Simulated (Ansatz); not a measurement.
Take CaO in the rock salt structure (space group Fm-3m, No. 225; a = 4.831 Å) as the base.

Structures relaxed with PBE/PAW in Ansatz (a program for electronic structure), without spin-orbit coupling.

Base:

Simulated powder pattern, Cu Kα1, λ = 1.54056 Å (kinematic, ideal powder, no thermal factors, no anomalous dispersion; the 14 strongest lines at most, above 2 %, up to 2θ = 90°):

| 2θ (°) | I/Imax (%) | hkl |
|---|---|---|
| 32.06 | 38 | (111) |
| 37.19 | 100 | (200) |
| 53.62 | 59 | (220) |
| 63.85 | 16 | (311) |
| 67.06 | 18 | (222) |
| 79.26 | 7.7 | (400) |
| 88.06 | 6.9 | (331) |

After one change:

Simulated powder pattern, Cu Kα1, λ = 1.54056 Å (kinematic, ideal powder, no thermal factors, no anomalous dispersion; the 14 strongest lines at most, above 2 %, up to 2θ = 90°):

```tsv
2θ (°)	I/Imax (%)
32.50	38
37.70	100
54.38	58
64.79	16
68.06	17
80.51	7.6
89.52	7.0
```

Problem. Which change produced these results?
(A) pressure 2.1 GPa
(B) pressure 9 GPa
(C) pressure 4.5 GPa
(D) pressure −1 GPa

Solution. C, pressure 4.5 GPa. Its volume per atom is 13.55 Å³ against 14.09 Å³, and its space group is Fm-3m (No. 225).

Load acts through the strain it causes; cell and atoms are relaxed under it. Stability against distortions was not tested. No other phases were tried under pressure.
